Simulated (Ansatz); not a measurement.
## HfO2: pressure series

Consider HfO$_{2}$ in the fluorite structure (space group Fm-3m, No. 225; a = 5.098 Å).

Cell and atoms are relaxed at each pressure.

Calculations: PBE, PAW, 420 eV (Ansatz, an electronic-structure program; without spin-orbit coupling), earlier PAW set.

Notes on the quantities. enthalpy: H = E + PV relative to the base's energy.

```csv
change,enthalpy,volume per atom
base,–,11.04 Å³
pressure −2 GPa,-0.14 eV/atom,11.13 Å³
pressure −1 GPa,-0.07 eV/atom,11.09 Å³
pressure 1.8 GPa,+0.12 eV/atom,10.96 Å³
pressure 4.2 GPa,+0.29 eV/atom,10.86 Å³
pressure 9 GPa,+0.61 eV/atom,10.67 Å³
pressure 18 GPa,+1.20 eV/atom,10.36 Å³
pressure 30 GPa,+1.96 eV/atom,10.00 Å³
pressure 45 GPa,+2.88 eV/atom,9.63 Å³
pressure 60 GPa,+3.77 eV/atom,9.31 Å³
```

Load acts through the strain it causes; cell and atoms are relaxed under it. Stability against distortions was not tested. Competing high-pressure phases were not computed. This is not the structure that HfO2 has at room temperature and ambient pressure.
